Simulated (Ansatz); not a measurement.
Defect: Ta vacancy in bcc Ta, neutral cell. Method: PBE, PAW (plane waves to 420 eV; Ansatz, a first-principles code).

Cell of 36 host sites held at the relaxed PBE lattice; a 2×2×3 k-point mesh shifted by half a step; Fermi-Dirac width 0.10 eV, spin-restricted; finite-size errors left in. Energies are static. Spin-orbit coupling is left out. Forms of the defect that were not tried may lie lower.

Barriers: single points on a 3×3×4 k-point mesh shifted by half a step at the bands' geometries.

The step: one Ta atom jumps into the vacancy from a nearby Ta site; the atom moves 2.64 Å along (-0.46, 0.46, -0.46) of the unit cell; the moving atom starts with neighbours Ta at 2.84, 5 Ta at 2.89, Ta at 2.95, 3 Ta at 3.20, 2 Ta at 3.38, Ta at 3.43 Å and ends with Ta at 2.84, 5 Ta at 2.89, Ta at 2.95, 3 Ta at 3.20, 2 Ta at 3.38, Ta at 3.43 Å.

### Question
What is the computed migration barrier of this step (PBE, PAW)?

### Answer
0.81 eV, the same both ways. At the saddle the moving atom has neighbours 2 Ta at 2.77, 4 Ta at 2.81, 2 Ta at 3.52, 4 Ta at 3.53 Å. The saddle point's order was not checked, and it lies on a symmetry element of the cell, where a band can be held.
